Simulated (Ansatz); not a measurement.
# What pressure −2 GPa does to Lu

Consider Lu in the hcp (Mg type) structure (space group P6_3/mmc, No. 194; a = 3.507 Å, c = 5.462 Å).

Now apply this change: a negative pressure, −2 GPa.

All numbers come from Kohn–Sham DFT with the PBE functional, run in Ansatz (a first-principles code) with PAW and 420 eV plane waves, no spin-orbit coupling. k-mesh 15×15×9 (Γ-centred); smearing 0.05 eV (Fermi–Dirac).

The density shrinks by 0.453 g/cm³ (9.99 g/cm³ → 9.53 g/cm³) and the lattice parameter a goes up by 0.053 Å, from 3.507 Å to 3.560 Å. The c/a ratio grows by 0.0021 (1.557 → 1.560) and the enthalpy H = E + PV relative to the base's energy comes out as -0.37 eV/atom. The band gap remains zero.

Cost of the whole job for the changed cell (relaxation, final SCF and bands): roughly 40 core-seconds.

Load acts through the strain it causes; cell and atoms are relaxed under it. Whether these cells are dynamically stable was not tested.
